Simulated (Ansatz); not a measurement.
# InSe with two functionals, In → Ga

Consider InSe in the beta-GaS type structure (space group P6_3/mmc, No. 194; a = 4.032 Å, c = 16.763 Å; layered, stacked along the Cartesian z axis).

(Cell as relaxed with PBE-D3(BJ).)

Levels (all Ansatz, an electronic-structure program, PAW, earlier PAW set): PBE-D3(BJ) (420 eV, scalar-relativistic without spin-orbit coupling); PBEsol-D3(BJ) (420 eV, spin-orbit coupling left out).

Each level relaxes its own structure.

```json
[
 {"base": "volume per atom", "PBE-D3(BJ)": "29.50 Å³", "PBEsol-D3(BJ)": "27.59 Å³"},
 {"base": "lattice parameter a", "PBE-D3(BJ)": "4.032 Å", "PBEsol-D3(BJ)": "3.953 Å"}
]
```

The change: every In is replaced by Ga; the structure is relaxed again.

```csv
quantity,PBE-D3(BJ),PBEsol-D3(BJ)
c/a ratio,4.235,?
lattice parameter a,3.769 Å,?
```

Task: Predict the PBEsol-D3(BJ) column.

Result: 
- c/a ratio, PBEsol-D3(BJ): 4.185
- lattice parameter a, PBEsol-D3(BJ): 3.705 Å

PBE-D3(BJ)'s c/a ratio lies 0.050 above PBEsol-D3(BJ)'s; PBE-D3(BJ)'s lattice parameter a lies 0.0646 Å above PBEsol-D3(BJ)'s (1.7 %). Neither level is exact; PBEsol-D3(BJ) is the comparison here, not a measurement.

Whether these cells are dynamically stable was not tested.
